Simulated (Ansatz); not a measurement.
Cells marked so need not be the phases stable at ambient conditions, and some may be hypothetical.

By PBEsol, each system below comes out a metal.

Ballistic conductance counts the channels of both spins, as a mean over 0.1 eV about the Fermi level; spin-orbit coupling is left out.

A. Rh (Fm-3m, fcc (Cu type), 1 atom a cell, 13.8 Å³ an atom, -6 GPa at this level), current normal to (111)
B. AlCr$_{2}$C (P6_3/mmc, not sure to be the ambient phase, 8 atoms a cell, 10.9 Å³ an atom, -3 GPa at this level), current normal to (100)
C. Ta (Im-3m, bcc (W type), 1 atom a cell, 18.1 Å³ an atom, -5 GPa at this level), current normal to (111)

Task: Rank these by ballistic conductance per area (lowest first), as PBEsol run with Ansatz (a first-principles code) gives it.

Result: B (0.89 × 10¹⁵ S/m²), C (1.8 × 10¹⁵ S/m²), A (2.2 × 10¹⁵ S/m²)
